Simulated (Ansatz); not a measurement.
# NiO under a change: pressure 9 GPa

Base system: NiO in the rock salt structure (space group Fm-3m, No. 225; a = 4.189 Å; ferromagnetic).

One thing is altered: cell and atoms relaxed at a pressure of 9 GPa.

Computed with r2SCAN (Ansatz, a first-principles code), no spin-orbit coupling. Γ-centred 13×13×13 mesh, Fermi–Dirac width 0.05 eV.

The volume per atom drops by 0.35 Å³, from 9.19 Å³ to 8.84 Å³ and the density rises by 0.264 g/cm³ (6.75 g/cm³ → 7.02 g/cm³). The lattice parameter a falls by 5.33 pm (418.9 pm → 413.5 pm) and the shortest interatomic distance shrinks by 2.66 pm to 206.8 pm. The enthalpy H = E + PV relative to the base's energy amounts to +0.51 eV/atom and the band gap falls by 0.137 eV, from 0.82 eV to 0.69 eV. The gap character remains indirect, L → Γ and the smallest direct gap decreases by 0.05 eV (1.71 eV → 1.66 eV). The mean gap deformation potential ΔEg/Δln V amounts to +3.6 eV and the width of the top valence band grows by 0.24 eV, from 2.79 eV to 3.03 eV. The magnetic state stays ferromagnetic and the largest site moment hardly moves (1.67 μB against 1.66 μB).

Final structure:

```xyz
2
Lattice="0.0000 2.0677 2.0677 2.0677 0.0000 2.0677 2.0677 2.0677 0.0000" Properties=species:S:1:pos:R:3 pbc="T T T"
O      0.0000     0.0000     0.0000
Ni     2.0677     2.0677     2.0677
```

Load acts through the strain it causes; cell and atoms are relaxed under it. Stability against distortions was not tested. No other phases were tried under pressure. No Hubbard U is applied and the magnetic state is the run's own (NiO ferromagnetic); small cells can't hold the antiferromagnetic order that many such compounds have, so gaps and moments can be off. A gap here joins edges of opposite spin (a spin-flip gap). In its common phase, real NiO is an antiferromagnetic insulator at low temperature.
